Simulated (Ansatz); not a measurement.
# One base run on Si3N4 (P6_3/m, 14 atoms in the cell) and variants with one or two settings moved

```xyz
14
Lattice="7.7863 0.0000 0.0000 -3.8931 6.7431 0.0000 0.0000 0.0000 2.9746" Properties=species:S:1:pos:R:3 pbc="T T T"
Si    -1.4124     5.5627     2.2310
Si     5.3055     1.1804     0.7437
Si     2.2626     1.5582     0.7437
Si     1.6305     5.1849     2.2310
Si    -0.2181     2.7386     2.2310
Si     4.1113     4.0045     0.7437
N      0.0000     4.4954     2.2310
N      3.8931     2.2477     0.7437
N      4.9386     4.5169     2.2310
N     -1.0454     2.2262     0.7437
N     -1.4424     6.5354     0.7437
N      5.3356     0.2078     2.2310
N      1.4053     2.0185     2.2310
N      2.4879     4.7246     0.7437
```

Base run A: HSE06, PAW files made with PBE in Ansatz (a first-principles code), self-consistent single point.

Its settings: basis.ecutwfc = 420 eV; kpoints.mp_grid.grid = 2 2 5; hamiltonian.xc = hse06; hamiltonian.pseudopotentials = {kind: paw} (the program's default PAW files); scf.occupations.method = fixed.

The starting cell comes from a database of computed structures (which also holds hypothetical and non-ambient phases and stackings), without a prior relaxation at this level. Its lattice was rescaled by a random factor within 2.5 % of one. In the base run, with a pressure of about -17 GPa the cell is away from its equilibrium volume at this level. Ansatz's pressure includes its estimate of the finite-basis (Pulay) stress.

ΔF is the free energy per atom less that of run A. A dash stands where there is no value to compare (another energy zero or no entropy term, no result, no spin, no clean gap, or a mesh too coarse for one). Total energies depend on the potentials, the functional and any Hubbard or dispersion term, so they are compared only between runs that share all of them.

| run | change | ΔF (meV/atom) | pressure (GPa) | largest force (eV/Å) | gap on the mesh (eV) |
|---|---|---|---|---|---|
| A | base | 0.00 | -16.86 | 0.134 | 5.483 |
| B | hamiltonian.xc: hse06 → pbe [PBE] | – | -10.58 | 0.090 | 4.054 |
| C | hamiltonian.xc: hse06 → pbe0 [PBE0] | – | -17.01 | 0.136 | 6.243 |
| D | kpoints.mp_grid.shift: default → 0 0 0.5 | -1.44 | -16.85 | 0.126 | 5.931 |
| E | scf.convergence.dr2_threshold: default (1e-07 eV) → 1e-06 eV | 0.00 | -16.86 | 0.134 | 5.483 |
| F | scf.mixing.preconditioner: default (the program chose none) → local_kerker | 0.00 | -16.86 | 0.134 | 5.483 |
| G | scf.mixing.algorithm: default (the program chose MSR1) → anderson; scf.mixing.beta: default → 0.7 | 0.00 | -16.86 | 0.134 | 5.483 |

Run D against A: The free energy falls by 1.4 meV/atom, the pressure hardly changes (-16.86 to -16.85 GPa), the largest force goes from 0.134 to 0.126 eV/Å and the gap on the mesh goes from 5.483 to 5.931 eV.

Run B against A: The pressure goes from -16.86 to -10.58 GPa, the largest force goes from 0.134 to 0.090 eV/Å and the gap on the mesh goes from 5.483 to 4.054 eV.

Keys are those of Ansatz 0.2.
